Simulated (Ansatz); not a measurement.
# HgTe, response to strain

Take HgTe in the zinc blende structure (space group F-43m, No. 216; a = 6.510 Å) as the base. Axes: x, y, z lie along the cube axes.

Strains are applied to the cell and any free atomic positions relax; under biaxial strain the out-of-plane vector relaxes too.

Computed with PBEsol (Ansatz, a program for electronic structure), scalar-relativistic without spin-orbit coupling.

Notes on the quantities. pressure: mean of the normal stresses, compression positive; energy relative to the base: free energy F.

```json
[
 {"case": "base", "pressure": "0.0 GPa", "energy relative to the base": "0 meV/atom", "shortest interatomic distance": "2.819 Å"},
 {"case": "biaxial strain −3.00 %, plane normal [001], relaxed out of plane", "pressure": "0.8 GPa", "energy relative to the base": "+7.8 meV/atom", "shortest interatomic distance": "2.803 Å"},
 {"case": "biaxial strain −2.50 %, plane normal [001], relaxed out of plane", "pressure": "0.7 GPa", "energy relative to the base": "+5.4 meV/atom", "shortest interatomic distance": "2.805 Å"},
 {"case": "biaxial strain −2.00 %, plane normal [001], relaxed out of plane", "pressure": "0.5 GPa", "energy relative to the base": "+3.4 meV/atom", "shortest interatomic distance": "2.808 Å"},
 {"case": "biaxial strain −1.50 %, plane normal [001], relaxed out of plane", "pressure": "0.4 GPa", "energy relative to the base": "+1.9 meV/atom", "shortest interatomic distance": "2.811 Å"},
 {"case": "biaxial strain −1.00 %, plane normal [001], relaxed out of plane", "pressure": "0.3 GPa", "energy relative to the base": "+0.8 meV/atom", "shortest interatomic distance": "2.813 Å"},
 {"case": "biaxial strain −0.50 %, plane normal [001], relaxed out of plane", "pressure": "0.1 GPa", "energy relative to the base": "+0.2 meV/atom", "shortest interatomic distance": "2.816 Å"},
 {"case": "biaxial strain +0.50 %, plane normal [001], relaxed out of plane", "pressure": "-0.1 GPa", "energy relative to the base": "+0.2 meV/atom", "shortest interatomic distance": "2.822 Å"}
]
```

A case with no gap was solved on a k-mesh chosen for an insulator, which is coarse for it. Whether these cells are dynamically stable was not tested. All final runs are without spin polarisation.
